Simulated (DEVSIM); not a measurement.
CdS/CdTe n-p heterojunction

Device: CdS/CdTe n-p heterojunction, at 400 K.

| layer (left to right) | material | thickness (μm) | Nd (cm⁻³) | Na (cm⁻³) | τn (s) | τp (s) |
|---|---|---|---|---|---|---|
| 1 | CdS | 0.110 | 2.6e17 | - | 1.6e-9 | 1.6e-9 |
| 2 | CdTe | 2.30 | - | 1.3e16 | 1.6e-9 | 1.6e-9 |

Left contact: ohmic. Right contact: ohmic. Voltage is applied to the left contact. Recombination: SRH at mid-gap, radiative, Auger. Mobility is constant in doping.

This is a model device: material constants are rounded textbook-type values typed into the input, and sizes, dopings and lifetimes were drawn at random. Values at 300 K; Nc and Nv go as T^1.5, mobilities as T to minus their exponent, the gap by Varshni's rule with the affinity fixed.

```
parameter             CdS     CdTe
----------------  -------  -------
gap (eV)              2.4      1.5
affinity (eV)         4.3     4.28
permittivity            9     10.2
Nc (cm⁻³)          2.2e18     8e17
Nv (cm⁻³)          1.8e19   1.8e19
μn (cm²/Vs)           300     1000
μp (cm²/Vs)            25       80
T exponent of μn      1.5      1.7
T exponent of μp      1.5      1.5
B (cm³/s)           1e-10    1e-10
Cn (cm⁶/s)          1e-30    1e-30
Cp (cm⁶/s)          1e-30    1e-30
Varshni α (eV/K)  0.00039  0.00031
Varshni β (K)         103      108
```

DEVSIM, 1D drift-diffusion, Boltzmann statistics, complete ionisation; no tunnelling, impact ionisation, image-force lowering or self-heating. Band offsets follow the typed affinities; no thermionic-emission limit at abrupt steps, no polarisation charge.

```yaml
potential_step_across_the_device_at_zero_bias: 1.098 V
largest_field_in_the_device_at_zero_bias: 76000 V/cm
Dark forward voltage at 1 A/cm²: 0.847 V
Dark forward voltage at 100 A/cm²: 1.054 V
```

Dark reverse current:

```tsv
V (V)	J (A/cm²)
0.40	1.3e-6
1.00	2.6e-6
2.00	4.2e-6
3.00	5.6e-6
4.00	6.7e-6
6.00	8.7e-6
8.00	1.0e-5
10.00	1.2e-5
13.00	1.4e-5
16.00	1.6e-5
20.00	1.8e-5
```

Dark forward current:

```tsv
V (V)	J (A/cm²)
-0.05	-4.6e-7
-0.15	-3.2e-6
-0.25	-1.6e-5
-0.35	-7.3e-5
-0.45	-0.00035
-0.55	-0.0018
-0.65	-0.011
-0.75	-0.091
-0.85	-1.1
-0.95	-14
-1.05	-95
-1.15	-370
-1.25	-1000
-1.35	-2400
```
